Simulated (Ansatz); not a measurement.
Data:

```
BP
1.0
    0.00000     2.26820     2.26820
    2.26820     0.00000     2.26820
    2.26820     2.26820     0.00000
P B
1 1
Direct
  0.75000   0.75000   0.75000
  0.00000   0.00000   0.00000
```

No spin polarisation.

Electron doping at 5.0×10^21 cm⁻³ (0.117 per cell), with a uniform compensating background at fixed cell and a 300 K Fermi–Dirac width.

All numbers come from r2SCAN in Ansatz (plane waves to 500 eV, PAW, spin-orbit coupling left out), earlier PAW set. k-mesh 29×29×29 (Γ-centred); smearing 0.0259 eV (Fermi–Dirac).

### Question
Predict the gap between the host's bands and Fermi level from band edge.

### Answer
The gap between the host's bands comes out as 1.37 eV. The Fermi level relative to the doped band's edge (positive inside the band; to 0.05 eV) comes out as +0.65 eV.

Carriers are added with a uniform compensating background; total energy and stress of such cells depend on the potential's zero and are not compared; many-body gap narrowing is missing at this level. No phonon test of stability was made. The cell was made from BP in the zinc blende structure (space group F-43m, No. 216) by this change: electrons 5.0×10^21 cm⁻³.

Ansatz is a quantum-chemistry and plane-wave program.
